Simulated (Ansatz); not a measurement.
Consider KTaO₃ in the cubic perovskite structure (space group Pm-3m, No. 221; a = 3.990 Å).

Method: plane-wave PAW DFT at the r2SCAN level (Ansatz, a first-principles code, 500 eV), no spin-orbit coupling.

For the base:

```
Item                                   Result
----------------------------  ---------------
Gap between the host's bands          2.63 eV
Gap character                 indirect, R → Γ
```

It is then changed as follows: hole doping at 2.0×10^21 cm⁻³ (0.127 per cell), with a uniform compensating background at fixed cell and a 300 K Fermi–Dirac width.

**Question.** What happens to the Fermi level from band edge?

**Answer.** The Fermi level relative to the doped band's edge (positive inside the band; to 0.05 eV) comes out as +0.05 eV.

**Question.** Predict the new gap between the host's bands.

**Answer.** The gap between the host's bands increases by 0.07 eV, from 2.63 eV to 2.70 eV.

**Question.** Estimate the effect on the gap character.

**Answer.** The gap character is still indirect, R → Γ.

Charged cell with a jellium background: band edges are those of the host's band count, energies are not comparable with the neutral cell, and many-body gap narrowing is missing. Spin-orbit coupling, missing from the scalar runs, can matter with Ta. Stability against distortions was not tested.
